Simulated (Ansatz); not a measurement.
Results of PBE0 (Ansatz, a program for electronic structure, plane waves, PAW) for ZnSe2 (Pa-3, No. 205, 12 atoms in the cell; start mp-1102515).

Settings: plane-wave cutoff 460 eV, 4×4×4 k mesh, Fermi–Dirac smearing 0.01 eV, scalar-relativistic PAW data made under PBE.

Cell (relaxed with PBEsol):

```
ZnSe2
1.0
    6.23883     0.00000     0.00000
    0.00000     6.23883     0.00000
    0.00000     0.00000     6.23883
Zn Se
4 8
Direct
  0.50000   0.50000   0.00000
  0.00000   0.50000   0.50000
  0.00000   0.00000   0.00000
  0.50000   0.00000   0.50000
  0.10999   0.89001   0.39001
  0.89001   0.10999   0.60999
  0.39001   0.10999   0.89001
  0.60999   0.89001   0.10999
  0.60999   0.60999   0.60999
  0.39001   0.39001   0.39001
  0.89001   0.39001   0.10999
  0.10999   0.60999   0.89001
```

Give the computed band gap and smallest direct gap on the k points sampled.


* **band gap**: 2.31 eV (indirect)
* **smallest direct gap on the k points sampled**: 2.47 eV

Note: cell and atoms aren't relaxed at this level (largest force component 0.24 eV/Å, pressure 2.0 GPa).

Spin–orbit coupling is not included.

Static lattice: no zero-point or thermal effects.

A start named mp-… is a Materials Project structure, which need not be a measured phase.
